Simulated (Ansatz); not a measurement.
TiSi2 (Fddd, No. 70) was calculated with r²SCAN (PAW; Ansatz, a program for electronic structure).

Run with plane-wave cutoff 500 eV, 10×10×10 k mesh, Fermi–Dirac smearing 0.05 eV, no spin polarisation, scalar-relativistic PAW data made under PBE.

Computed at the level's own relaxed cell.

Estimate the equilibrium volume per atom that the calculation returns.


- equilibrium volume per atom: 13.97 Å³/atom

The run finds no gap.

Measured, for comparison: equilibrium volume per atom 14.14 Å³/atom (temperature not stated, no zero-point or thermal correction; as tabulated in W. Jeitschko, Acta Crystallographica B 33, 2347 (1977)). Computed (rounded) less measured: equilibrium volume per atom -1.2 %. A static lattice is as a rule a little smaller and stiffer than an uncorrected measurement, which narrows the difference in the equilibrium volume per atom and would widen misses of the other sign.

Computing time: very roughly 90 core-seconds.
